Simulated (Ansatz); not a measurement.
# Pressure series in GaAs

Take GaAs in the zinc blende structure (space group F-43m, No. 216; a = 5.746 Å) as the base.

Cell and atoms are relaxed at each pressure.

Levels (all Ansatz, a quantum-chemistry and plane-wave program, PAW, earlier PAW set): PBE (420 eV, without spin-orbit coupling); r2SCAN (500 eV, no SOC).

The base cell above is that of PBE; each level relaxes its own structures.

```csv
case,"band gap, PBE","band gap, r2SCAN"
pressure −2 GPa,zero,…
pressure −1 GPa,zero,0.86 eV
pressure 1.8 GPa,0.37 eV,…
pressure 4.2 GPa,0.61 eV,1.39 eV
pressure 9 GPa,1.02 eV,…
pressure 18 GPa,1.16 eV,1.41 eV
pressure 30 GPa,0.97 eV,…
pressure 45 GPa,0.76 eV,1.03 eV
pressure 60 GPa,0.58 eV,0.85 eV
```

### Question
Some entries are withheld; estimate them.

### Answer

- pressure −2 GPa, band gap, r2SCAN: 0.73 eV
- pressure 1.8 GPa, band gap, r2SCAN: 1.16 eV
- pressure 9 GPa, band gap, r2SCAN: 1.56 eV
- pressure 30 GPa, band gap, r2SCAN: 1.23 eV

PBE lies below r2SCAN in every row, by 0.26 eV to 0.86 eV. They disagree on the order of pressure 18 GPa and pressure 9 GPa and of 5 more pairs.

Load acts through the strain it causes; cell and atoms are relaxed under it. No phonon test of stability was made. The final runs are not spin-polarised. Measured, GaAs leaves this structure (for a Cmcm phase) near 15 GPa (room temperature; as listed in arXiv:1906.07825). Gaps under 0.05 eV, about the width of the smearing, are given as zero. The zero or small gap of GaAs can change with the level of theory.
